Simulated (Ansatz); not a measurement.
The reference is ZnS in the wurtzite structure (space group P6_3mc, No. 186; a = 3.845 Å, c = 6.306 Å).

(Cell as relaxed with PBE.)

Levels (all Ansatz, a program for electronic structure, PAW): PBE (420 eV, no spin-orbit coupling); r2SCAN (500 eV, no SOC).

Each level relaxes its own structure.

```json
[
 {"base": "volume per atom", "PBE": "20.18 Å³", "r2SCAN": "19.59 Å³"},
 {"base": "lattice parameter a", "PBE": "3.845 Å", "r2SCAN": "3.806 Å"},
 {"base": "band gap", "PBE": "2.08 eV", "r2SCAN": "2.78 eV"}
]
```

The change: Cd takes the place of Zn on all its sites, then cell and atoms are relaxed.

| quantity | PBE | r2SCAN |
|---|---|---|
| lattice parameter a | 4.196 Å | … |
| gap character | direct at Γ | … |

**Question.** Predict the r2SCAN column.

**Answer.** 
- lattice parameter a, r2SCAN: 4.163 Å
- gap character, r2SCAN: direct at Γ

PBE's lattice parameter a lies 0.033 Å above r2SCAN's (0.8 %); the two agree on the gap character. Neither level is exact; r2SCAN is the comparison here, not a measurement.

No phonon test of stability was made.
